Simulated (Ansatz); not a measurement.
The reference is Ge in the diamond structure (space group Fd-3m, No. 227; a = 5.6744 Å). Axes: x, y, z lie along the cube axes.

Level of theory: Ansatz (an electronic-structure program), r2SCAN, PAW, cutoff 500 eV, without spin-orbit coupling.

Strains are applied to the cell and any free atomic positions relax.

One change was made to it. Results:

```tsv
quantity	base	after
band gap	0.36 eV	0.37 eV
energy relative to the base (free energy F)	0 meV/atom	+5.8 meV/atom
```

Question: Name the change that was made.
A. uniaxial strain ε_zz = −3.00 %
B. uniaxial strain ε_zz = −2.50 %
C. uniaxial strain ε_zz = −0.50 %

Answer: B, uniaxial strain ε_zz = −2.50 %. For comparison, the energy relative to the base in the other runs: uniaxial strain ε_zz = −3.00 % gives +8.4 meV/atom; uniaxial strain ε_zz = −0.50 % gives +0.2 meV/atom.

Stability against distortions was not tested.
